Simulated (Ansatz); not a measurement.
This Ansatz (a quantum-chemistry and plane-wave program) input is the reference run, an 8-atom supercell of Ru in the hcp (Mg type) structure (space group P6_3/mmc, No. 194) at its relaxed geometry, computed with plane-wave PAW DFT at the PBE level (Ansatz, 420 eV), scalar-relativistic without spin-orbit coupling, earlier PAW set:

Ansatz 0.2 input:
```yaml
crystal:
  lattice:
    - [5.444063966, 0, 0]
    - [-2.722031983, 4.7146976944, 0]
    - [2.722031983, 4.7146976944, 4.2907375959]
  atoms:
    - { symbol: Ru, position: [0.4166666667, 0.5833333333, 0.75] }
    - { symbol: Ru, position: [0.4166666667, 0.0833333333, 0.75] }
    - { symbol: Ru, position: [0.9166666667, 0.5833333333, 0.75] }
    - { symbol: Ru, position: [0.9166666667, 0.0833333333, 0.75] }
    - { symbol: Ru, position: [0.0833333333, 0.9166666667, 0.25] }
    - { symbol: Ru, position: [0.0833333333, 0.4166666667, 0.25] }
    - { symbol: Ru, position: [0.5833333333, 0.9166666667, 0.25] }
    - { symbol: Ru, position: [0.5833333333, 0.4166666667, 0.25] }
basis: { ecutwfc: 420, ecutrho_ratio: 4, xc_grid: 2, fft_grid_basis: typed }
kpoints: { mp_grid: { grid: [11, 11, 11] } }
hamiltonian:
  xc: pbe
  dispersion: none
  pseudopotentials: { azcp: { folder: ./paw }, kind: paw }
scf: { occupations: { method: fermi_dirac, width: 0.05 }, convergence: { dr2_threshold: 0.0000000008 } }
output: { forces: true, stress: true }
checkpoint: { write: state.ck, write_every: 1000 }
```

Task: Write the input for this change: one Li atom is added in an open site, starting 1.73 Å from the nearest host atom, atoms relaxed at fixed cell, starting from a slightly rattled geometry.

Result: 
Ansatz 0.2 input:
```yaml
crystal:
  lattice:
    - [5.444063966, 0, 0]
    - [-2.722031983, 4.7146976944, 0]
    - [2.722031983, 4.7146976944, 4.2907375959]
  atoms:
    - { symbol: Ru, position: [0.4144549944, 0.573575644, 0.7586542702] }
    - { symbol: Ru, position: [0.4172919415, 0.085010204, 0.7477362423] }
    - { symbol: Ru, position: [0.9174353357, 0.5869883373, 0.7513003719] }
    - { symbol: Ru, position: [0.9249025182, 0.0882792788, 0.7531698468] }
    - { symbol: Ru, position: [0.0803130056, 0.9172347343, 0.2478278408] }
    - { symbol: Ru, position: [0.0911422472, 0.4240474238, 0.2484519953] }
    - { symbol: Ru, position: [0.5841153452, 0.9151319693, 0.2457073918] }
    - { symbol: Ru, position: [0.5810852691, 0.4123437833, 0.2458746836] }
    - { symbol: Li, position: [0.085546501, 0.0804811719, 0.4180137977] }
basis: { ecutwfc: 420, ecutrho_ratio: 4, xc_grid: 2, fft_grid_basis: typed }
kpoints: { mp_grid: { grid: [11, 11, 11] } }
hamiltonian:
  xc: pbe
  dispersion: none
  pseudopotentials: { azcp: { folder: ./paw }, kind: paw }
scf: { occupations: { method: fermi_dirac, width: 0.05 }, convergence: { dr2_threshold: 0.0000000009 } }
relax: { f_tol: 0.02, max_steps: 45 }
output: { forces: true, stress: true }
checkpoint: { write: state.ck, write_every: 1000 }
```
This is the input that was run; other choices of cell and start would serve too.

In so small a cell the defect repeats every few ångströms: this is an ordered compound, not a dilute defect. The final runs are not spin-polarised. The defect cell is not spin-polarised.
